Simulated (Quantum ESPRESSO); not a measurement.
**Pressure against volume in CsCl-type PdIn (space group 221) (Quantum ESPRESSO, PBE)**

```
PdIn
1.0
    3.19221     0.00000     0.00000
    0.00000     3.19221     0.00000
    0.00000     0.00000     3.19221
In Pd
1 1
Direct
  0.50000   0.50000   0.50000
  0.00000   0.00000   0.00000
```

Computed with PBE, PSlibrary PAW (PBE) pseudopotentials (plane waves; Quantum ESPRESSO). Settings: ecutwfc = 65 Ry; ecutrho = 780 Ry; occupations = smearing; smearing = fd; degauss = 0.0036749 Ry; potentials = {In: In.pbe-dn-kjpaw_psl.1.0.0.UPF, Pd: Pd.pbe-n-kjpaw_psl.1.0.0.UPF}; K_POINTS = automatic 18 18 18 0 0 0; conv_thr = 1e-10 Ry. The cell above is the first row's. The rows scale it uniformly. In all rows fractional positions and the k mesh are held.

| V (Å^3/atom) | P (GPa) |
|---|---|
| 16.265 | 16.18 |
| 16.618 | 12.12 |
| 16.972 | 8.55 |
| 17.325 | 5.43 |
| 17.679 | 2.71 |
| 18.033 | 0.35 |
| 18.386 | -1.70 |
| 18.740 | -3.48 |
| 19.093 | ? |

Taking a cubic for P over the 8 complete rows: With u = V - 17.5, the rows have u = -1.2350, -0.8820, -0.5280, -0.1750, 0.1790, 0.5330, 0.8860, 1.2400. Least squares gives P = 4.039 - 7.6881·u + 1.5227·u² - 0.1718·u³. Residuals (row less fit): 0.000, -0.002, 0.002, -0.002, -0.001, 0.002, -0.003, 0.000; standard error 0.003 (degrees of freedom: 4). The fitted pressure is zero at V0 = 18.09, where dP/dV = -6.072, so B0 = -V0·dP/dV = 110 GPa.

Question: What does the fit predict for P at V = 19.093, and how far is the calculated value from it?

Answer: u = 1.5930, so P = 4.039 - 7.6881 × 1.5930 + 1.5227 × 1.5930² - 0.1718 × 1.5930³ = -5.039 GPa. The calculation gives -5.05 GPa, 0.011 GPa below the prediction (0.1 % of the range of P in the table). The row lies outside the fitted rows, so this is an extrapolation. From the scatter of the fitted rows alone, a prediction at this place has a standard error of 0.007 GPa, so the miss is 1.6 times that.

Carrying the step between the two nearest rows on in a straight line would have given -5.25, off by 0.20; series whose last step already gives the withheld value aren't shown. The scan was laid around a cell of about the measured size, scaled by a guess for this functional. The runs keep the symmetry of the cell, so they don't test it for distortions. Spin polarisation is off. Cutoffs and mesh are single choices, not tested for convergence of this quantity. Series with a scatter that would blur these digits, or in which a gap closes, are not shown.
